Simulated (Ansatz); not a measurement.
# Effective masses and thermopower of TiO2 (P4_2/mnm)

Input:

```xyz
6
Lattice="4.5912 0.0000 0.0000 0.0000 4.5912 0.0000 0.0000 0.0000 2.9390" Properties=species:S:1:pos:R:3 pbc="T T T"
Ti     2.2956     2.2956     0.0000
Ti     0.0000     0.0000     1.4695
O      3.1935     3.1935     1.4695
O      1.3978     1.3978     1.4695
O      3.6934     0.8979     0.0000
O      0.8979     3.6934     0.0000
```

Method: PBEsol, rigid bands (plane waves, PAW, scalar-relativistic; Ansatz, a first-principles code). Geometry: cell and atoms relaxed with PBEsol.

```json
{
  "band_gap": "1.87 eV",
  "electron conductivity mass (300 K, dilute)": "1.08 (x), 1.08 (y), 0.87 (z) mₑ",
  "hole conductivity mass (300 K, dilute)": "1.97 (x), 1.97 (y), 3.0 (z) mₑ",
  "effective density of states N_c (300 K)": "1.1e20 cm⁻³",
  "effective density of states N_v (300 K)": "1.0e20 cm⁻³",
  "density_of_states_mass_electrons": "2.7 mₑ",
  "density_of_states_mass_holes": "2.5 mₑ",
  "Seebeck coefficient, n-type 1e19 cm⁻³, 300 K": "-516 μV/K",
  "Seebeck coefficient, p-type 1e19 cm⁻³, 300 K": "412 μV/K",
  "best p-type power factor at 300 K for τ = 10 fs (best axis; densities from 1e16 to 1e21 cm⁻³ tried, whether or not they can be reached)": "7.7 μW/(cm·K²) at 3e20 cm⁻³"
}
```

Rigid bands; masses and Seebeck coefficients take one relaxation time τ for all states and one kind of carrier; polarons and phonon drag are left out. Spin-orbit coupling is left out; where it splits the top of the valence band, N_v and the p-type Seebeck coefficient come out somewhat high without it.
